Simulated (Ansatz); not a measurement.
A calculation on LiGeN (P6₃mc, No. 186, 6 atoms in the cell; start mp-1246087) returned lattice constant a 2.951 Å, lattice parameter c 9.176 Å, bulk modulus 76.8 GPa, cohesive energy 4.59 eV/atom, band gap 1.50 eV.

### Question
Which level of theory produced these numbers?
A. LDA (Ansatz, a quantum-chemistry and plane-wave program)
B. PBE (Ansatz)
C. r²SCAN (Ansatz)
D. PBEsol (Ansatz)

### Answer
A, LDA (Ansatz)

The others give: PBEsol 2.979 Å, 9.322 Å, 72.4 GPa, 4.14 eV/atom, 1.46 eV; PBE 3.016 Å, 9.431 Å, 65.4 GPa, 3.83 eV/atom, 1.45 eV; r²SCAN 2.987 Å, 9.354 Å, 74.4 GPa, 3.79 eV/atom, 1.83 eV.

Unless a cell is named, each level is at its own relaxed cell (LDA 11.54, PBE 12.38, PBEsol 11.94, r²SCAN 12.05 Å³/atom).

Levels without +SOC have no spin–orbit coupling; where heavier elements are present it shifts gaps, mostly down, and can invert bands. Density-functional gaps are differences of (generalised) Kohn–Sham levels.

Caveats: the bulk modulus is −V dP/dV from two relaxed cells at ±2 % in volume (PBEsol, PBE, r²SCAN, LDA); the relaxation could not lower the start's symmetry, so the cell can be a saddle point above a distorted one (PBEsol, PBE, r²SCAN, LDA). Ansatz's density-functional and Hartree–Fock values are scalar-relativistic unless marked +SOC, with PAW data made under PBE.

A start named mp-… is a Materials Project structure, which need not be a measured phase.
